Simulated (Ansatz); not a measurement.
The parent structure is Na in the bcc (W type) structure (space group Im-3m, No. 229; a = 4.171 Å).

Method: PBEsol/PAW in Ansatz (a program for electronic structure), no SOC.

For the base:

```
Property                                    Value
-----------------------------  ------------------
Largest site moment                       0.00 μB
Magnetic state                 not spin-polarised
Shortest interatomic distance          6.826 bohr
```

One thing is altered: full substitution Na → Ho, then cell and atoms are relaxed.

Tabulated Pauling electronegativity and covalent radius: Na 0.93, 1.66 Å; Ho 1.23, 1.92 Å.

**Question.** Estimate the effect on the largest site moment.

**Answer.** The largest site moment goes from zero to 3.40 μB.

**Question.** What happens to the magnetic state?

**Answer.** The magnetic state changes from not spin-polarised to ferromagnetic.

**Question.** What does the calculation give for the shortest interatomic distance after the change?

**Answer.** The shortest interatomic distance decreases by 0.318 bohr to 6.508 bohr.

The magnetic state is the one reached from the starting moments; the real material's order can differ, and small cells can't hold many antiferromagnetic ones. Open 4f shells without U are poorly described, and the f state was not checked. Stability against distortions was not tested. For Ho in this form, whether it has been made was not checked. This is not the structure that Ho has at room temperature and ambient pressure.
